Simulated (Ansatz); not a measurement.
The starting structures come from a database of crystals and need not be the phases stable at ambient conditions.

By PBEsol, the system below comes out a metal.

Without scattering a metal conducts by its projected Fermi surface.

```
CELL_PARAMETERS angstrom
      3.89855     0.00000     0.00000
      0.00000     5.51338     0.00000
      0.00000     2.75669     2.75669
ATOMIC_POSITIONS crystal
  Zn 0.00000 0.00000 0.00000
  Pt 0.00000 0.50000 0.00000
  Pt 0.50000 0.00000 0.50000
  Pt 0.50000 0.50000 0.50000
```

Space group of this cell: Pm-3m, Cu3Au type. The cell is taken as given; by PBEsol its mean pressure is -4.3 GPa.

The current flows along the normal of the first two printed cell vectors, the (110) plane of the conventional cell. No spin-orbit coupling; the value is a mean over 0.1 eV about the Fermi level.

Q: Estimate the ballistic conductance per area that PBEsol run with Ansatz (a first-principles code) returns for this system.

A: 1.1 × 10¹⁵ S/m² for both spins.
